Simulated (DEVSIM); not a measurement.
System: Schottky contact on n-type Si, at 300 K.

Layer 1 from the left is Si, thickness (μm) 4.30, Nd (cm⁻³) 7.9e16, τn (s) 0.00044, τp (s) 0.00044.

Left contact: Schottky, work function 4.81 eV, emission velocity 2.3e6 cm/s. Right contact: ohmic. Voltage is applied to the left contact. Recombination: SRH at mid-gap, Auger. Mobility is μmin + (μ − μmin)/(1 + (N/Nref)^α).

The device is made up for the run: typed textbook-type constants, with dimensions and the other settings drawn at random. Values at 300 K.

Si: gap (eV) 1.124, affinity (eV) 4.05, permittivity 11.7, Nc (cm⁻³) 2.86e19, Nv (cm⁻³) 3.1e19, μn (cm²/Vs) 1417, μp (cm²/Vs) 470, μn,min 52, μp,min 45, Nref,n 9.7e16, Nref,p 2.2e17, αn 0.68, αp 0.72, Cn (cm⁶/s) 2.8e-31, Cp (cm⁶/s) 9.9e-32.

Model (solved in DEVSIM): 1D drift-diffusion, Boltzmann statistics, complete ionisation; no tunnelling, impact ionisation, image-force lowering or self-heating. Metal contacts follow the ideal Schottky-Mott rule: no Fermi-level pinning, no interface dipoles.

Task: What does the simulation give for the dark forward voltage at 1 A/cm², the potential step across the device at zero bias, the largest field in the device at zero bias, the dark forward voltage at 100 A/cm²?

Result: dark forward voltage at 1 A/cm² 0.343 V; potential step across the device at zero bias 0.608 V; largest field in the device at zero bias 120000 V/cm; dark forward voltage at 100 A/cm² 0.468 V.
